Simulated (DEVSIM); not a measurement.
Structure: abrupt Si p-n junction, at 300 K.

Layer 1 from the left is Si, thickness (μm) 14.0, Na (cm⁻³) 2.2e17, τn (s) 1.1e-5, τp (s) 1.1e-5. Layer 2 from the left is Si, thickness (μm) 3.00, Nd (cm⁻³) 3.6e16, τn (s) 1.1e-5, τp (s) 1.1e-5.

Left contact: ohmic. Right contact: ohmic. Voltage is applied to the left contact. Recombination: SRH at mid-gap, Auger. Mobility is μmin + (μ − μmin)/(1 + (N/Nref)^α).

The device is made up for the run: typed textbook-type constants, with dimensions and the other settings drawn at random. Values at 300 K.

Si: gap (eV) 1.124, affinity (eV) 4.05, permittivity 11.7, Nc (cm⁻³) 2.86e19, Nv (cm⁻³) 3.1e19, μn (cm²/Vs) 1417, μp (cm²/Vs) 470, μn,min 52, μp,min 45, Nref,n 9.7e16, Nref,p 2.2e17, αn 0.68, αp 0.72, Cn (cm⁶/s) 2.8e-31, Cp (cm⁶/s) 9.9e-32.

Simulated with DEVSIM: 1D drift-diffusion, Boltzmann statistics, complete ionisation; no tunnelling, impact ionisation, image-force lowering or self-heating.

Dark forward current:

| |V| (V) | |J| (A/cm²) |
|---|---|
| 0.05 | 3.019e-10 |
| 0.10 | 1.549e-9 |
| 0.15 | 8.129e-9 |
| 0.20 | 4.810e-8 |
| 0.25 | 3.091e-7 |
| 0.30 | 2.069e-6 |
| 0.35 | 1.410e-5 |
| 0.40 | 9.684e-5 |
| 0.45 | 0.0006668 |
| 0.50 | 0.004597 |
| 0.55 | 0.03169 |
| 0.60 | 0.2181 |
| 0.65 | 1.487 |
| 0.70 | 9.603 |
| 0.75 | 49.10 |
| 0.80 | 160.8 |
| 0.85 | 364.6 |
| 0.90 | 674.6 |
| 0.95 | 1112 |
| 1.00 | 1695 |
| 1.05 | 2440 |

Task: Work out the local ideality factor n = ΔV / (kT/q · ln(J2/J1)) between the rows 0.15 and 0.20 V, 0.45 and 0.50 V, 1.00 and 1.05 V.

Result: kT/q = 25.85 mV. From 0.15 to 0.20 V: ln(4.810e-8/8.129e-9) = 1.778, n = 1.09, near the 1 of diffusion or emission over a barrier. From 0.45 to 0.50 V: ln(0.004597/0.0006668) = 1.931, n = 1.00, near the 1 of diffusion or emission over a barrier. From 1.00 to 1.05 V: ln(2440/1695) = 0.364, n = 5.31.

Task: Estimate the current at 0.45 V from the Shockley equation with J0 = Σ q ni² D/(N L) coth(W/L), τ joining the SRH, radiative and Auger lifetimes that are on, and W taken as the whole layer.

Result: ni² = 1.16e20 cm⁻⁶; electrons in the p layer: μ = 549 cm²/Vs, D = 14.2 cm²/s, τ = 1.04e-5 s, L = 122 μm, W/L = 0.11, term 8.59e-13 A/cm²; holes in the n layer: μ = 379 cm²/Vs, D = 9.80 cm²/s, τ = 1.10e-5 s, L = 104 μm, W/L = 0.029, term 1.69e-11 A/cm². J0 = 1.77e-11 A/cm², and J = J0 exp(qV/kT) = 0.000643 A/cm². The simulation gives 0.000667 A/cm²; the estimate lies 3.5 % below. The estimate leaves out recombination in the depletion region and that region's share of W.
